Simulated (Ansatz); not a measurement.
**Effect of uniaxial stress, 1 GPa tension along z on MoSi2**

Consider MoSi₂ (space group I4/mmm, No. 139; a = 3.2022 Å, c = 7.8195 Å). Axes: x, y, z lie along a, b, c of the conventional cell.

Now apply this change: uniaxial stress, 1 GPa tension along z; all other stress components relax to zero.

Method: Ansatz (a first-principles code), r2SCAN, PAW, cutoff 500 eV, without spin-orbit coupling, earlier PAW set. Γ-centred 14×14×14 mesh, Fermi–Dirac width 0.05 eV.

| quantity | base | changed | shift |
|---|---|---|---|
| volume per atom | 13.36 Å³ | 13.38 Å³ | +0.02 Å³ |
| space group | I4/mmm (No. 139) | I4/mmm (No. 139) | – |
| shortest interatomic distance | 2.576 Å | 2.580 Å | +0.0047 Å |
| energy relative to the base (free energy F) | 0 meV/atom | +0.1 meV/atom | +0.1 meV/atom |
| band gap | zero | zero | – |
| strain response (xx, yy, zz) (rough) | – | (−0.04, −0.04, +0.20) % | – |

Final structure:

```xyz
3
Lattice="-1.6005 1.6005 3.9176 1.6005 -1.6005 3.9176 1.6005 1.6005 -3.9176" Properties=species:S:1:pos:R:3 pbc="T T T"
Mo     0.0000     0.0000     0.0000
Si     0.0000     0.0000     2.6274
Si     0.0000     0.0000     5.2078
```

Cost of the whole job for the changed cell (relaxation, final SCF and bands): around 50 core-seconds (rough).

A case with no gap was solved on a k-mesh chosen for an insulator, which is coarse for it. Without a gap, meshes like the base's 14×14×14 leave anisotropic stresses uncertain by several tenths of a GPa, and small strain energies with them. Stability under load was not tested beyond the relaxation. The final runs are not spin-polarised.
